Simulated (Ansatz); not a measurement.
# ZnS: response to strain

Base system: ZnS in the zinc blende structure (space group F-43m, No. 216; a = 5.389 Å). Axes: x, y, z lie along the cube axes.

Strains are applied to the cell and any free atomic positions relax; under biaxial strain the out-of-plane vector relaxes too; under stress the whole cell relaxes.

Computed with r2SCAN (Ansatz, a first-principles code, PAW, no spin-orbit coupling).

Notes on the quantities. pressure: mean of the normal stresses, compression positive.

| change | band gap | pressure | shortest interatomic distance | space group |
|---|---|---|---|---|
| base | 2.70 eV | 0.0 kbar | 2.334 Å | F-43m (No. 216) |
| biaxial strain −1.25 %, plane normal [001], relaxed out of plane | 2.71 eV | 8.3 kbar | 2.326 Å | I-4m2 (No. 119) |
| isotropic strain +1.88 % | 2.45 eV | -38.9 kbar | 2.377 Å | F-43m (No. 216) |
| uniaxial strain ε_xx = −0.38 % | 2.71 eV | 3.0 kbar | 2.331 Å | I-4m2 (No. 119) |
| uniaxial strain ε_yy = +0.56 % | 2.67 eV | (withheld) | (withheld) | I-4m2 (No. 119) |
| uniaxial stress, 1 GPa compression along z | 2.67 eV | – | 2.330 Å | I-4m2 (No. 119) |

**Question.** Some entries are withheld; estimate them.

**Answer.** 
- uniaxial strain ε_yy = +0.56 %, pressure: -4.4 kbar
- uniaxial strain ε_yy = +0.56 %, shortest interatomic distance: 2.338 Å

Beyond what the load breaks, stability against distortions was not tested.
